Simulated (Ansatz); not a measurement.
Defect: interstitial H in chalcopyrite CuGaSe2, charge state +1. Computed with PBE, PAW (plane waves to 420 eV; Ansatz, a quantum-chemistry and plane-wave program).

64-site cell at the relaxed PBE lattice, one k-point at (0.250, 0.250, 0.250), smearing 0.05 eV, spin-restricted, no finite-size correction. No zero-point or tunnelling terms. PBE gaps are too small, and in this host the defect's levels may merge with the bands. The charge state is imposed; whether it is stable for some Fermi level was not computed. Sites that were not tried may lie lower.

Barriers: single points on a 2×2×2 k-point mesh shifted by half a step at the bands' geometries.

A. several atoms move together, H the farthest; the atom moves 1.95 Å along (-0.26, -0.04, 0.11) of the unit cell; the moving atom starts with neighbours Cu at 1.82; Se at 1.55 Å and ends with Cu at 1.82; Se at 1.55 Å; saddle order not checked.
B. several atoms move together, H the farthest; the atom moves 4.21 Å along (-0.71, -0.23, 0.00) of the unit cell; the moving atom starts with neighbours Cu at 1.82; Se at 1.55 Å and ends with Cu at 1.82; Se at 1.55 Å; saddle order not checked.

Task: Order them by forward barrier (lowest first) at the level PBE, PAW.

Result: A (0.41 eV), B (0.83 eV)
